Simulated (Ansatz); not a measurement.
Worked calculations on one periodic cell of amorphous Al₂₈O₄₃Ca: Al28O43Ca, 72 atoms, volume 792.9 Å³, made by a melt-quench on the CHGNet potential and relaxed with DFT. O atoms were pushed apart under 1.9 Å during the dynamics, to hinder bonds among them. It is a model cell: composition and starting density were chosen by hand, and all elements were melted together. Cycles of charging were run to anneal it. Calculation: PBE, scalar-relativistic without spin-orbit coupling (plane waves to 420 eV, PAW; Ansatz, a quantum-chemistry and plane-wave program). Sampling: a 2×2×2 Γ-centred mesh; Fermi-Dirac width 0.02 eV; no spin polarisation. Its volume was held where the quench left it, its shape was free, and it stands at a mean pressure of 4.6 GPa with stress components up to 4.6 GPa; the relaxation ran on the zone centre alone. Its density went from a set 3.11 to 3.11 g/cm³. The cell is small and was quenched far faster than a real film, so it is one sample of the glass.

Four energies for an added electron at PBE on the zone centre alone (charged cells in a uniform background, spin-polarised): neutral at the neutral geometry -41364.792 eV; charged at the neutral geometry -41355.889 eV; charged and relaxed -41355.909 eV; neutral at the charged geometry -41364.768 eV.

Task: Find the two relaxation energies and their sum, the reorganisation energy.

Result: On charging: -41355.889 − (-41355.909) = 0.020 eV. On discharging: -41364.768 − (-41364.792) = 0.024 eV. The sum is 0.044 eV. The carrier's level spreads over 65 of the 72 atoms' worth, more than a fifth of the atoms or a third of the atoms of its main element (six at least), and the sum is small, so it counts as a band carrier, whose relaxation energy shrinks as the cell grows. PBE's self-interaction favours spread-out carriers, so a hybrid can localise more.

Four energies for a hole at PBE on the zone centre alone (charged cells in a uniform background, spin-polarised): neutral at the neutral geometry -41364.792 eV; charged at the neutral geometry -41369.789 eV; charged and relaxed -41370.011 eV; neutral at the charged geometry -41363.556 eV.

Task: Find the two relaxation energies and their sum, the reorganisation energy.

Result: On charging: -41369.789 − (-41370.011) = 0.222 eV. On discharging: -41363.556 − (-41364.792) = 1.236 eV. The sum is 1.458 eV. The carrier's level spreads over 3 of the 72 atoms' worth, so it counts as localised, most on one O atom with neighbours Al 1.74 Å, Al 1.81 Å, Al 2.01 Å (neutral geometry). The values are uncorrected: the image energy of a point charge in this cell, 2.84 × 14.40 / (2 × 9.3) = 2.2 eV before screening, is screened by electrons alone at the fixed geometry and by ions too after relaxing, and the carrier can be spread before it relaxes, so each term can be off by up to that value times 1/ε∞, some tenths of an eV. PBE's self-interaction favours spread-out carriers, so a hybrid can localise more.
